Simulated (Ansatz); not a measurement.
## Be: stress against strain

Be (hcp, P6_3/mmc, 7.907 Å³/atom at rest, c along z) under a strain ε along c (axis z), the other axes held. PBE in Ansatz, a plane-wave DFT program (PAW, default set), 420 eV, 29×29×16 Γ-centred mesh, Fermi-Dirac smearing 0.10 eV; ions are relaxed within the symmetry of each cell. Stress is positive for a compressed cell.

Here s stands for strain and y for stress zz.

| strain (%) | stress zz (GPa) |
|---|---|
| -1.50 | 5.91 |
| -1.00 | 3.89 |
| -0.50 | 1.92 |
| 0.00 | 0.00 |
| 0.50 | -1.89 |
| 1.00 | -3.72 |
| 1.50 | -5.51 |
| 3.00 | ? |

The 7 complete rows are fitted with a straight line, y against s. Means: s 0, y 0.086. About the means, the sum of products is -26.645 and the sum of squares of s is 7.0000; the slope is their ratio. Least squares gives y = 0.086 - 3.8064·s. Residuals (row less fit): 0.114, -0.002, -0.069, -0.086, -0.073, 0.000, 0.114; standard error 0.093 (degrees of freedom: 5). The slope gives the elastic constant C33 = 381 ± 4 GPa.

Problem. Predict the withheld y at s = 3.00 from the fit, and compare with the calculation.

Solution. y = 0.086 - 3.8064 × 3.0 = -11.333 GPa. The calculation gives -10.59 GPa, 0.743 GPa above the prediction (4.5 % of the range of y in the table). The row lies outside the fitted rows, so this is an extrapolation. From the scatter of the fitted rows alone, a prediction at this place has a standard error of 0.145 GPa, so the miss is 5.1 times that.

One order more, fitted to all 13 runs of the series, follows each within 0.01, so the miss is the next term of a smooth law. In a metal these values are sensitive to mesh and smearing; energies are taken to zero smearing, stresses follow the free energy. Rows are the converged runs of the series near zero and its far end; series whose fitted rows scatter by over a few per cent of the range, as at a crossing or softening among them, aren't shown in this form. Most that stay on the fit to the last digits aren't either.
